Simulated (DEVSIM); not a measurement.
System: illuminated Si n-on-p cell, one wavelength, at 250 K.

```
layer (left to right)  material  thickness (μm)  Nd (cm⁻³)  Na (cm⁻³)  τn (s)  τp (s)  absorption coefficient (cm⁻¹)
---------------------  --------  --------------  ---------  ---------  ------  ------  -----------------------------
1                            Si           0.170       1e19          -  2.6e-6  1.8e-5                            160
2                            Si            71.0          -     3.4e16  2.4e-5  2.4e-5                            160
```

Left contact: ohmic, minority hole recombination velocity 5e6 cm/s. Right contact: ohmic, minority electron recombination velocity 200 cm/s. Voltage is applied to the left contact. Recombination: SRH at mid-gap, radiative, Auger. Light enters at the left, 8.6e17 photons cm⁻² s⁻¹, one pass, no reflection. Mobility is μmin + (μ − μmin)/(1 + (N/Nref)^α).

This is a model device: material constants are rounded textbook-type values typed into the input, and sizes, dopings and lifetimes were drawn at random. Values at 300 K; Nc and Nv go as T^1.5, mobilities as T to minus their exponent, the gap by Varshni's rule with the affinity fixed.

```csv
parameter,Si
gap (eV),1.124
affinity (eV),4.05
permittivity,11.7
Nc (cm⁻³),2.86e19
Nv (cm⁻³),3.1e19
μn (cm²/Vs),1417
μp (cm²/Vs),470
"μn,min",52
"μp,min",45
"Nref,n",9.7e16
"Nref,p",2.2e17
αn,0.68
αp,0.72
T exponent of μn,2.3
T exponent of μp,2.2
B (cm³/s),4.7e-15
Cn (cm⁶/s),2.8e-31
Cp (cm⁶/s),9.9e-32
Varshni α (eV/K),0.000473
Varshni β (K),636
```

Model (solved in DEVSIM): 1D drift-diffusion, Boltzmann statistics, complete ionisation; no tunnelling, impact ionisation, image-force lowering or self-heating.

The recombination velocity at the left contact was swept, all else fixed.

```csv
recombination velocity at the left contact (cm/s),dark forward voltage at 1 A/cm² (V),dark forward voltage at 100 A/cm² (V),open-circuit voltage (V),largest power (mW/cm²)
10,0.842,0.958,0.785,62.0
100,0.842,0.958,0.785,62.0
1000,0.842,0.958,0.785,62.0
10000,0.840,0.955,0.783,61.9
1e5,0.833,0.948,0.777,61.5
1e6,0.828,0.945,0.773,61.1
5e6,0.827,0.945,0.772,61.0
1e7,0.827,0.945,0.772,61.0
```

From the first row to the last the dark forward voltage at 1 A/cm² goes from 0.842 to 0.827. From the first row to the last the dark forward voltage at 100 A/cm² goes from 0.958 to 0.945.
